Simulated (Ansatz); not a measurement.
A computed series for ZnAu: response to strain

Take ZnAu in the CsCl type structure (space group Pm-3m, No. 221; a = 3.129 Å; relaxed with 0.1 eV smearing) as the base.

Strains are applied to the cell and any free atomic positions relax.

Method: PBEsol (Ansatz, a quantum-chemistry and plane-wave program; PAW; 420 eV plane waves; no spin-orbit coupling).

```csv
variant,shortest interatomic distance,pressure
base,2.709 Å,0.0 GPa
isotropic strain −3.00 %,2.628 Å,(withheld)
isotropic strain −2.50 %,2.642 Å,13.3 GPa
isotropic strain −1.50 %,2.669 Å,7.3 GPa
isotropic strain −1.00 %,2.682 Å,4.7 GPa
isotropic strain +1.00 %,2.737 Å,(withheld)
isotropic strain +1.50 %,2.750 Å,-5.6 GPa
isotropic strain +2.00 %,2.764 Å,-7.2 GPa
isotropic strain +2.50 %,2.777 Å,(withheld)
isotropic strain +3.00 %,2.791 Å,(withheld)
```

### Question
Complete the table.

### Answer

- isotropic strain −3.00 %, pressure: 16.7 GPa
- isotropic strain +1.00 %, pressure: -3.9 GPa
- isotropic strain +2.50 %, pressure: -8.6 GPa
- isotropic strain +3.00 %, pressure: -9.9 GPa

Whether these cells are dynamically stable was not tested.
